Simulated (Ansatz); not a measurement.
For Ag (model structure, P6/mmm, No. 191, 7 atoms in the cell), LDA in Ansatz (PAW) gives:

```
Quantity                  Result
------------------  ------------
lattice constant a       5.193 Å
c axis length            5.068 Å
bulk modulus             123 GPa
cohesive energy     3.46 eV/atom
```

### Question
What does r²SCAN (plane waves, PAW; Ansatz, a program for electronic structure) give for the same quantities?

### Answer

- lattice constant a: 5.328 Å (goes up by 2.6 %)
- lattice parameter c: 5.204 Å (rises by 2.7 %)
- bulk modulus: 92.1 GPa (falls by 25 %)
- cohesive energy: 2.73 eV/atom (decreases by 0.73 eV/atom)

Changes are worked out from the printed values.

Unless a cell is named, each level is at its own relaxed cell (LDA 16.91, r²SCAN 18.27 Å³/atom).

Caveats: the bulk modulus is −V dP/dV from two relaxed cells at ±2 % in volume (LDA, r²SCAN). Ansatz's density-functional and Hartree–Fock values are scalar-relativistic unless marked +SOC, with PAW data made under PBE.

A model structure was made by putting elements into a prototype or built by hand; it is no filed structure, need not be a known phase, and can be a saddle point held by its symmetry.
